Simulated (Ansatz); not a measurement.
Base system: a 12-atom supercell of Ag in the fcc (Cu type) structure (space group Fm-3m, No. 225; a = 4.105 Å) at its relaxed geometry.

Calculations: r2SCAN (Ansatz, a first-principles code, PAW, without spin-orbit coupling).

Before the change:

The pressure is 0.0 GPa.

Perturbation: a neutral Ag interstitial (started 1.78 Å from the nearest host atom), atoms relaxed at fixed cell, starting from a slightly rattled geometry.

**Question.** Predict the new pressure, final site of the added atom and largest displacement of a host atom from its site in the perfect cell.

**Answer.** The pressure goes from zero to 21.5 GPa; the final site of the added atom is 11 Ag at 2.40–3.70 Å; the largest displacement of a host atom from its site in the perfect cell comes out as 1.13 Å.

The cell is small, so the values are those of an ordered compound at a high defect concentration; dilute-limit values will differ. The defect cell is not spin-polarised.
